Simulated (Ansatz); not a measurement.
Results of PBEsol (Ansatz, a quantum-chemistry and plane-wave program, PAW) for RbMnF3 (Pm-3m, No. 221, 5 atoms in the cell; start mp-558749).

Settings: plane-wave cutoff 500 eV, 10×10×10 k mesh, Fermi–Dirac smearing 0.05 eV, spin-polarised start, scalar-relativistic PAW data made under PBE.

Cell (relaxed at this level):

```yaml
crystal:
  lattice:
    - [4.22263, 0.00000, 0.00000]
    - [0.00000, 4.22263, 0.00000]
    - [0.00000, 0.00000, 4.22263]
  atoms:
    - { symbol: Rb, position: [0.00000, 0.00000, 0.00000] }
    - { symbol: Mn, position: [0.50000, 0.50000, 0.50000] }
    - { symbol: F, position: [0.50000, 0.00000, 0.50000] }
    - { symbol: F, position: [0.00000, 0.50000, 0.50000] }
    - { symbol: F, position: [0.50000, 0.50000, 0.00000] }
```

Problem. What does this level give for the band gap?

Solution. 
- band gap = 1.37 eV (on the SCF k mesh)

Note: the magnetic order was assumed, not searched for or taken from measurement; the relaxation could not lower the start's symmetry, so the cell can be a saddle point above a distorted one.

Spin–orbit coupling is not included.

Static lattice: no zero-point or thermal effects.

A start named mp-… is a Materials Project structure, which need not be a measured phase.
